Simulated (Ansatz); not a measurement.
**Effective masses and thermopower of SiO₂ under load (space group P4_2/mnm)**

Given:

```
O2Si
1.0
    4.32035     0.00000     0.00000
    0.00000     4.32035     0.00000
    0.00000     0.00000     2.67843
Si O
2 4
Direct
  0.00000   0.00000   0.00000
  0.50000   0.50000   0.50000
  0.30976   0.30976   0.00000
  0.19024   0.80976   0.50000
  0.69024   0.69024   0.00000
  0.80976   0.19024   0.50000
```

All values below come from PBEsol, rigid bands (plane waves, PAW, scalar-relativistic; Ansatz, a quantum-chemistry and plane-wave program). Condition of this run: biaxial strain xx = yy = +3 %, z clamped. Cell: cell and atoms relaxed with PBEsol, then loaded as said.

The band gap comes out as 4.62 eV. The electron conductivity mass (300 K, dilute) is 0.44 (x), 0.44 (y), 0.37 (z) mₑ, the hole conductivity mass (300 K, dilute) is 1.15 (x), 1.15 (y), 2.5 (z) mₑ and the effective density of states N_c (300 K) comes out as 6.6e18 cm⁻³. The effective density of states N_v (300 K) comes out as 4.3e19 cm⁻³ and the density-of-states mass, electrons is 0.41 mₑ. The density-of-states mass, holes comes out as 1.43 mₑ. The Seebeck coefficient, n-type 1e19 cm⁻³, 300 K is -189 μV/K. The best n-type power factor at 300 K for τ = 10 fs (best axis; densities from 1e16 to 1e21 cm⁻³ tried, whether or not they can be reached) is 2.9 μW/(cm·K²) at 3e19 cm⁻³ and the Seebeck coefficient, p-type 1e19 cm⁻³, 300 K is 345 μV/K. The best p-type power factor at 300 K for τ = 10 fs (best axis; densities from 1e16 to 1e21 cm⁻³ tried, whether or not they can be reached) comes out as 6.3 μW/(cm·K²) at 1e20 cm⁻³.

Rigid bands; masses and Seebeck coefficients take one relaxation time τ for all states and one kind of carrier; polarons and phonon drag are left out. Spin-orbit coupling is left out; where it splits the top of the valence band, N_v and the p-type Seebeck coefficient come out somewhat high without it.
